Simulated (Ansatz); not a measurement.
# Effect of P → Sb on MoP

The parent structure is MoP (space group P-6m2, No. 187; a = 3.2063 Å, c = 3.1738 Å).

Perturbation: Sb takes the place of P on all its sites; the structure is relaxed again.

The values are results of PBEsol (Ansatz, an electronic-structure program), no SOC, not measurements. Settings: 15×15×13 k-points, 0.05 eV Fermi–Dirac smearing, for the changed cell.

- Volume per atom = 19.26 Å³ (base 14.13 Å³)
- Density = 9.39 g/cm³ (base 7.46 g/cm³)
- Lattice parameter a = 3.523 Å (base 3.206 Å)
- c/a ratio = 1.017 (base 0.990)
- Space group = P-6m2 (No. 187) (base P-6m2 (No. 187))
- Shortest interatomic distance = 2.710 Å (base 2.438 Å)
- Band gap = zero (base zero)

Cost of the whole job for the changed cell (relaxation, final SCF and bands): roughly 2.1 core-minutes.

Whether these cells are dynamically stable was not tested. As relaxed here, MoSb is a hypothetical phase, not in the database extracts checked. All final runs are without spin polarisation. An odd electron count without spin: MoSb and MoP.
